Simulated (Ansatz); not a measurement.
Take ZrSe$_{2}$ in the CdI2 type structure (space group P-3m1, No. 164; a = 3.660 Å, c = 5.841 Å; layered, stacked along the Cartesian z axis; relaxed with 0.1 eV smearing) as the base. Axes: x lies along a and z along c of the hexagonal cell.

Level of theory: PBEsol-D3(BJ) in Ansatz (plane waves to 420 eV, PAW, without spin-orbit coupling), earlier PAW set.

Strains are applied to the cell and any free atomic positions relax; under stress the whole cell relaxes.

One change was made to it. Results:

```csv
quantity,base,after
energy relative to the base (free energy F),0 meV/atom,+45 meV/atom
band gap,zero,0.22 eV
```

Which change produced these results?
A. strain tensor (xx, yy, zz, yz, xz, xy) = (−0.29, −0.78, +1.65, −0.06, +0.47, +0.86) %
B. uniaxial stress, 2 GPa compression along z
C. isotropic strain +4.22 %
D. uniaxial stress, 1 GPa tension along x
E. uniaxial strain ε_xx = +3.50 %

C, isotropic strain +4.22 %. For comparison, the band gap in the other runs: uniaxial stress, 2 GPa compression along z gives zero; uniaxial strain ε_xx = +3.50 % gives zero; strain tensor (xx, yy, zz, yz, xz, xy) = (−0.29, −0.78, +1.65, −0.06, +0.47, +0.86) % gives zero; uniaxial stress, 1 GPa tension along x gives zero.

Stability under load was not tested beyond the relaxation. All final runs are without spin polarisation. A zero or small gap of ZrSe2 can be the functional's error rather than a property of the material.

Ansatz is a first-principles code.
